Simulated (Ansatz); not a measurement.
P on the Si site (an ordered model of ordered Si6Ge2 alloy host)

All values below come from PBE, PAW (plane waves to 420 eV; Ansatz, a first-principles code). Cell: 64 sites, 2×2×2 repeats of a cell of 8 atoms; final energies on a 2×2×2 shifted mesh. Site at the start: the Si(2) site. Energies of charged states are corrected for periodic images (point charge plus alignment at distant sites). Dielectric constants: PBE linear response of the host. Host gap at this level: 0.38 eV. Finite-size and sampling errors can reach tenths of an eV here. The semilocal functional narrows the gap, so deep levels can fall outside it. Spin–orbit coupling is left out. Each state is the lowest found from its start.

Charges with a result: +2, +1, 0, −1. Others weren't obtained, and one of them could lie lower, also by skipping a charge.

```
charge         moment (μB)  largest move off a lattice site (Å)  image correction with alignment (eV)
------  ------------------  -----------------------------------  ------------------------------------
+2*               quenched                                 0.03                                     –
+1      not spin-polarised                                 0.03                                  0.13
0*                quenched                                 0.02                                     –
−1*     not spin-polarised                                 0.04                                     –
```

* At this level the carrier isn't localised at the defect: at charge +2 holes occupy the valence band; at charge 0 electrons occupy the conduction band; at charge −1 electrons occupy the conduction band. Such a state is shallow or no state of the defect, and this cell gives it no level.

Starting moments that weren't kept: charge +2 began with 1 μB and ended with 0.0; charge 0 began with 1 μB and ended with 0.0.

Flagged in the runs: a host whose relaxation on this sampling wasn't shown to rest.

All states together cost about 70 core-minutes (a rough figure).
